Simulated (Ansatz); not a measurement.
The parent structure is SiC in the zinc blende structure (space group F-43m, No. 216; a = 4.356 Å).

Computed with r2SCAN in Ansatz (plane waves to 500 eV, PAW, no spin-orbit coupling).

One change was made to it. Results:

The band gap changes from 1.71 eV to zero; the density goes up by 3.31 g/cm³, from 3.22 g/cm³ to 6.53 g/cm³; the shortest interatomic distance increases by 0.8024 Å (1.886 Å → 2.689 Å).

Problem. Which change produced these results?
A) C → Pb
B) Si → Pb
C) Si → Mg

Solution. A, C → Pb. For comparison, the density in the other runs: Si → Mg gives 1.89 g/cm³; Si → Pb gives 9.78 g/cm³.

With Pb present, leaving out spin-orbit coupling can change the band edges. Stability against distortions was not tested. As relaxed here, PbSi, MgC and PbC are hypothetical phases, not in the database extracts checked. The final runs are not spin-polarised. A zero or small gap of PbSi and PbC can be the functional's error rather than a property of the material.

Ansatz is an electronic-structure program.
